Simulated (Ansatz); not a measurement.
Consider the following.

```
NaF
1.0
    0.00000     2.34925     2.34925
    2.34925     0.00000     2.34925
    2.34925     2.34925     0.00000
Na F
1 1
Direct
  0.00000   0.00000   0.00000
  0.50000   0.50000   0.50000
```

No spin polarisation.

Method: PBEsol, PAW, 420 eV (Ansatz, a program for electronic structure; spin-orbit coupling left out). Settings: 12×12×12 k-points, 0.05 eV Fermi–Dirac smearing.

Problem. Predict the gap character and band gap.

Solution. 
```json
{
  "gap_character": "direct at Γ",
  "band_gap": "5.97 eV"
}
```

The cells carry an imposed strain or load. Whether these cells are dynamically stable was not tested. The cell was made from NaF in the rock salt structure (space group Fm-3m, No. 225) by this change: isotropic strain +1.50 %.
